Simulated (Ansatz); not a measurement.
Take TiS$_{2}$ in the CdI2 type structure (space group P-3m1, No. 164; a = 3.361 Å, c = 5.522 Å; layered, stacked along the Cartesian z axis) as the base.

Computed with PBE-D3(BJ) (Ansatz, a quantum-chemistry and plane-wave program; PAW; 420 eV plane waves; no spin-orbit coupling).

Base values:

| Property | Result |
|---|---|
| c/a ratio | 1.643 |
| Density | 3.44 g/cm³ |

Now apply this change: cell and atoms relaxed at a pressure of 10 GPa.

Task: What happens to the c/a ratio?

Result: The c/a ratio drops by 0.0496 (1.643 → 1.594).

Task: Predict the new density.

Result: The density rises by 0.54 g/cm³ to 3.98 g/cm³.

Load acts through the strain it causes; cell and atoms are relaxed under it. No phonon test of stability was made. Competing high-pressure phases were not computed. The base started in P3m1 and relaxed to P-3m1 at this level. The final runs are not spin-polarised.
